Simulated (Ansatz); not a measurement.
Take AlAs in the zinc blende structure (space group F-43m, No. 216) as the base.

```xyz
2
Lattice="0.0000 2.8373 2.8373 2.8373 0.0000 2.8373 2.8373 2.8373 0.0000" Properties=species:S:1:pos:R:3 pbc="T T T"
As     4.2560     4.2560     4.2560
Al     0.0000     0.0000     0.0000
```

Computed with DFT with PBEsol, PAW potentials and a 420 eV plane-wave cutoff in Ansatz (an electronic-structure program), no spin-orbit coupling.

The change: every As is replaced by N, then cell and atoms are relaxed.

Measured band gap: AlAs 2.28 eV (static lattice; corrected from measurement; as listed in Wei Chen et al., Physical Review Materials (2018)); AlN 5.34 eV (temperature not stated; as listed in Daiki Deguchi et al., Japanese Journal of Applied Physics (2016)).

**Question.** How well does PBEsol reproduce the measured shift?

**Answer.** With PBEsol the band gap moves by +1.85 eV (1.34 → 3.19) against +3.06 eV measured. The two measured values stand on different bases (one corrected, one not), which blurs small differences.

Whether these cells are dynamically stable was not tested. This is not the structure that AlN has at room temperature and ambient pressure.
